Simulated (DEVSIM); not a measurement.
Device: illuminated GaSb p-on-n cell, one wavelength, at 250 K.

```tsv
layer (left to right)	material	thickness (μm)	Nd (cm⁻³)	Na (cm⁻³)	τn (s)	τp (s)	absorption coefficient (cm⁻¹)
1	GaSb	0.230	-	5.9e17	4.6e-8	3.7e-9	57000
2	GaSb	4.60	3.9e16	-	9.3e-8	9.3e-8	57000
```

Left contact: ohmic, minority electron recombination velocity 1e6 cm/s. Right contact: ohmic, minority hole recombination velocity 300 cm/s. Voltage is applied to the left contact. Recombination: SRH at mid-gap, radiative, Auger. Light enters at the left, 4.6e16 photons cm⁻² s⁻¹, one pass, no reflection. Mobility is μmin + (μ − μmin)/(1 + (N/Nref)^α).

The device is made up for the run: typed textbook-type constants, with dimensions and the other settings drawn at random. Values at 300 K; Nc and Nv go as T^1.5, mobilities as T to minus their exponent, the gap by Varshni's rule with the affinity fixed.

```csv
parameter,GaSb
gap (eV),0.726
affinity (eV),4.06
permittivity,15.7
Nc (cm⁻³),2.1e17
Nv (cm⁻³),1.8e19
μn (cm²/Vs),5000
μp (cm²/Vs),850
"μn,min",1000
"μp,min",190
"Nref,n",2.8e17
"Nref,p",9e17
αn,1.05
αp,0.65
T exponent of μn,2
T exponent of μp,1.7
B (cm³/s),1e-10
Cn (cm⁶/s),5e-30
Cp (cm⁶/s),5e-30
Varshni α (eV/K),0.00042
Varshni β (K),140
```

DEVSIM, 1D drift-diffusion, Boltzmann statistics, complete ionisation; no tunnelling, impact ionisation, image-force lowering or self-heating.

Base results: share of generated pairs collected at short circuit 0.887; largest power (mW/cm²) 1.78; fill factor 0.77; short-circuit current (mA/cm²) 6.54.

Problem. What follows from this one change: photon flux 4.6e+16 → 4.6e+17 cm^-2 s^-1?

Solution. share of generated pairs collected at short circuit little changed (0.887); largest power 1.78 → 20.9 mW/cm²; fill factor 0.77 → 0.79; short-circuit current 6.54 → 65.4 mA/cm².

Problem. What follows from this one change: recombination velocity at the left contact 1e+06 → 100000 cm/s?

Solution. share of generated pairs collected at short circuit 0.887 → 0.982; largest power 1.78 → 2.16 mW/cm²; fill factor little changed (0.78); short-circuit current 6.54 → 7.24 mA/cm².

Problem. What follows from this one change: constant mobility in place of the doping-dependent one?

Solution. share of generated pairs collected at short circuit 0.887 → 0.944; largest power 1.78 → 1.89 mW/cm²; fill factor little changed (0.78); short-circuit current 6.54 → 6.96 mA/cm².
